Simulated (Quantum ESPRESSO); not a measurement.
A self-consistent single point of Sr3P2 (Pm-3m, 5 atoms in the cell) with Quantum ESPRESSO.

Method of the run: PBEsol, PseudoDojo standard norm-conserving (PBESOL) pseudopotentials (plane waves; Quantum ESPRESSO).

The change in words: lattice scaled by 0.98. Reference geometry:
```yaml
crystal:
  lattice:
    - [5.67000, 0.00000, 0.00000]
    - [0.00000, 5.67000, 0.00000]
    - [0.00000, 0.00000, 5.67000]
  atoms:
    - { symbol: Sr, position: [0.00000, 0.50000, 0.50000] }
    - { symbol: Sr, position: [0.50000, 0.00000, 0.50000] }
    - { symbol: Sr, position: [0.50000, 0.50000, 0.00000] }
    - { symbol: P, position: [0.00000, 0.00000, 0.00000] }
    - { symbol: P, position: [0.50000, 0.50000, 0.50000] }
```

Reference input (self-consistent single point, DFT, PBEsol, plane waves, PseudoDojo standard norm-conserving (PBESOL) pseudopotentials): ecutwfc = 70 Ry; occupations = smearing; smearing = fermi-dirac; degauss = 0.0099958 Ry; potentials = {Sr: Sr.upf, P: P.upf}; K_POINTS = automatic 6 6 6 0 0 0; conv_thr = 1e-10 Ry; mixing_beta = 0.7. This run's input differs from it in these lines:

```diff
@@ -10,3 +10,3 @@
  ibrav = 1
- celldm(1) = 10.7147471266
+ celldm(1) = 10.5004521841
  nat = 5
```

Output, abridged:

```
     Self-consistent Calculation

     iteration #  1     ecut=    70.00 Ry     beta= 0.70

     total energy              =    -232.82437948 Ry
     estimated scf accuracy    <       0.59157293 Ry

     iteration #  2     ecut=    70.00 Ry     beta= 0.70

     total energy              =    -233.00258360 Ry
     estimated scf accuracy    <       0.59121619 Ry

     iteration #  3     ecut=    70.00 Ry     beta= 0.70

     total energy              =    -233.11347442 Ry
     estimated scf accuracy    <       0.01426049 Ry

   [... 7 blocks of this kind left out ...]

     iteration # 11     ecut=    70.00 Ry     beta= 0.70

     total energy              =    -233.12119207 Ry
     estimated scf accuracy    <          3.5E-09 Ry

     iteration # 12     ecut=    70.00 Ry     beta= 0.70
     End of self-consistent calculation

     the Fermi energy is     6.0681 ev

!    total energy              =    -233.12119207 Ry
     estimated scf accuracy    <          1.6E-11 Ry
     smearing contrib. (-TS)   =      -0.00080485 Ry
     internal energy E=F+TS    =    -233.12038722 Ry

     convergence has been achieved in  12 iterations

     Forces acting on atoms (cartesian axes, Ry/au):

     atom    1 type  1   force =     0.00000000    0.00000000    0.00000000
   [... zero for the other atoms too ...]

     Total force =     0.000000     Total SCF correction =     0.000000

          total   stress  (Ry/bohr**3)                   (kbar)     P=        6.89
   0.00004681   0.00000000   0.00000000            6.89        0.00        0.00
   0.00000000   0.00004681   0.00000000            0.00        6.89        0.00
   0.00000000   0.00000000   0.00004681            0.00        0.00        6.89

   JOB DONE.
```

The run converged in 12 iterations. Against the reference run the free energy falls by 4.7 meV/atom and the pressure goes from -1.29 to 0.69 GPa. The full log also holds: “c_bands:  1 eigenvalues not converged”.

The starting cell comes from a database of computed structures (which also holds hypothetical and non-ambient phases and stackings), without a prior relaxation at this level. For this run, on top of that: lattice scaled by 0.98. The run gives no clean gap (levels at the Fermi energy touch, overlap or are partly filled at this smearing), which alone does not show that the compound is a metal.

Cost on one core of a shared machine: roughly 2 min.
